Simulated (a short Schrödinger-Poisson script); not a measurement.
Structure: MOS inversion layer, Si3N4 on p-type Si(111), at 400 K.

| layer | material | thickness (nm) | Na (cm⁻³) |
|---|---|---|---|
| 1 | Si3N4 | 1.9 | - |
| 2 | Si | 910 | 2.2e17 |

Constants are typed, rounded textbook-type inputs, not results; the design itself was drawn at random and stands for no fabricated device. Si3N4: permittivity 7.5, conduction-band edge (eV) 1.95, gap (eV) 5.1, electron mass (mₑ) 0.5. Si: permittivity 11.7, conduction-band edge (eV) 0, gap (eV) 1.124, Nv at 300 K (cm⁻³) 3.1e19.

Channel valleys (confinement mass, in-plane density-of-states mass, number): Δ6 0.258, 0.358, 6. At the gate the conduction-band edge of layer 1 lies 2.54 eV − eVg above the Fermi level of the channel; the field vanishes at the back. Gaps are held at their typed values at every temperature. Mesh 0.03 nm at interfaces.

From a short Schrödinger-Poisson script (our own, NumPy): 1D Poisson equation in equilibrium, electrons quantum, Hartree (BenDaniel-Duke, 12 states a valley, the channel's in-plane mass for all, wave functions free to enter the dielectric), parabolic valleys, classical holes, full ionisation, no traps, pinning or gate leakage.

The same stack at other levels of the model or other numerical settings:

```tsv
run	sheet density of all electrons at Vg = 1.35 V (cm⁻²)	sheet density of all electrons at Vg = 0.75 V (cm⁻²)	capacitance at Vg = 1.35 V (μF/cm²)	centroid of the channel electrons at Vg = 1.35 V (nm)	rough cost against the base
base	9.83e12	1.45e12	2.53	1.67	about 1
electrons treated as classical, Boltzmann	1.31e13	2.25e12	3.15	0.58	0.04
electrons treated as classical, Fermi-Dirac	1.23e13	2.20e12	2.89	0.76	0.2
mesh six times as coarse	9.76e12	1.43e12	2.51	1.69	0.3
one subband a valley	9.81e12	1.41e12	2.53	1.57	0.6
```

The classical rows ignore confinement, and Boltzmann statistics overrate the density once the band edge passes the Fermi level.
